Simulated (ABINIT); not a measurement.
ABINIT is run on Rb₂WBr₆ (Fm-3m, 9 atoms in the cell), and the run fails. The aim is a self-consistent single point with DFT, PBEsol, plane waves, norm-conserving pseudopotentials (PseudoDojo nc-sr-04 PBEsol standard).

Input as run:

```
# Rb2Br7W, PseudoDojo nc-sr-04 PBEsol standard
pp_dirpath "./"
pseudos "Rb.upf, Br.upf, W.upf"
acell 3*1.0
rprim
         0.0000000000    9.9106686606    9.9106686606
         9.9106686606    0.0000000000    9.9106686606
         9.9106686606    9.9106686606    0.0000000000
natom 10
ntypat 3
znucl 37 35 74
typat 1 1 2 2 2 2 2 2 3 2
xcart
         2.6222500000    2.6222500000    2.6222500000
         7.8667500000    7.8667500000    7.8667500000
         2.5195626900    5.2445000000    5.2445000000
         5.2445000000    2.5195626900    5.2445000000
         7.9694373100    5.2445000000    5.2445000000
         5.2445000000    7.9694373100    5.2445000000
         5.2445000000    5.2445000000    2.5195626900
         5.2445000000    5.2445000000    7.9694373100
         0.0000000000    0.0000000000    0.0000000000
         5.2445000000    7.9694373100    5.2445000000
      Angstrom
nsym 1
ecut 1007 eV
occopt 7
tsmear 0.00367493
nband 52
kptopt 2
ngkpt 2 2 2
nshiftk 1
shiftk 0.5 0.5 0.5
nstep 60
tolvrs 1.0e-10
prtwf 0
prtden 0
enunit 2
```

Log, with long lists cut:

```
                       7.5979000332E-01  7.5979000332E-01  2.4021000105E-01
                       0.0000000000E+00  0.0000000000E+00  0.0000000000E+00
                       7.5979000332E-01  2.4021000105E-01  7.5979000332E-01
            znucl       37.00000   35.00000   74.00000

 Perdew, Burke & Ernzerhof SOL
 J. P. Perdew, A. Ruzsinszky, G. I. Csonka, O. A. Vydrov, G. E. Scuseria, L. A. Constantin, X. Zhou, and K. Burke, Phys. Rev. Lett. 100, 136406 (2008)
 Perdew, Burke & Ernzerhof SOL
 J. P. Perdew, A. Ruzsinszky, G. I. Csonka, O. A. Vydrov, G. E. Scuseria, L. A. Constantin, X. Zhou, and K. Burke, Phys. Rev. Lett. 100, 136406 (2008)

--- !ERROR
src_file: m_chkinp.F90
src_line: 3951
mpi_rank: 0
message: |
    Atoms number   6 and  10 are located at the same point of the unit cell
    (periodic images are taken into account).
    Action: change the coordinate of one of these atoms in the input file.
...

--- !ERROR
src_file: m_chkinp.F90
src_line: 4218
mpi_rank: 0
message: |
    Checking consistency of input data against itself gave 1 inconsistency.
    The details of the problem can be found above (or in output or log file).
    In parallel, the details might not even be printed there. Then, try running in sequential to see the details.
...

 abinit_abort: decision taken to exit. Check above messages for more info
Abort(13) on node 0 (rank 0 in comm 0): application called MPI_Abort(MPI_COMM_WORLD, 13) - process 0

--- !ERROR
src_file: m_chkinp.F90
src_line: 3951
mpi_rank: 0
message: |
    Atoms number   6 and  10 are located at the same point of the unit cell
    (periodic images are taken into account).
    Action: change the coordinate of one of these atoms in the input file.
...

--- !ERROR
src_file: m_chkinp.F90
src_line: 4218
mpi_rank: 0
message: |
    Checking consistency of input data against itself gave 1 inconsistency.
    The details of the problem can be found above (or in output or log file).
    In parallel, the details might not even be printed there. Then, try running in sequential to see the details.
...
```

Q: From the messages shown, name the fault and mend the input.

A: The fault is one atom entered twice; here the program stops on it instead of giving results. To fix it, remove the duplicate atom. The program stopped before any SCF iteration.

An input that runs soundly differs in these lines (not the only fix; some lines may just follow from the change or write a value another way):
```diff
-# Rb2Br7W, PseudoDojo nc-sr-04 PBEsol standard
+# Rb2WBr6, PseudoDojo nc-sr-04 PBEsol standard
-         9.9106686606    0.0000000000    9.9106686606
-         9.9106686606    9.9106686606    0.0000000000
-natom 10
+         9.9106686606   -0.0000000000    9.9106686606
+         9.9106686606    9.9106686606   -0.0000000000
+natom 9
-typat 1 1 2 2 2 2 2 2 3 2
+typat 1 1 2 2 2 2 2 2 3
-         5.2445000000    7.9694373100    5.2445000000
-nsym 1
-nband 52
-kptopt 2
+nband 47
+kptopt 1
+chksymbreak 0
```

With that input, the run converged in 13 iterations: free energy E − TS -6110.42 eV; pressure -0.61 GPa; largest force (vector length) 0.029 eV/Å (DFT, PBEsol, plane waves, norm-conserving pseudopotentials (PseudoDojo nc-sr-04 PBEsol standard)).

On the sound input: the starting cell comes from a database of published, mostly measured structures (it also holds non-ambient and calculated ones), without a prior relaxation at this level. Spin polarisation is off.
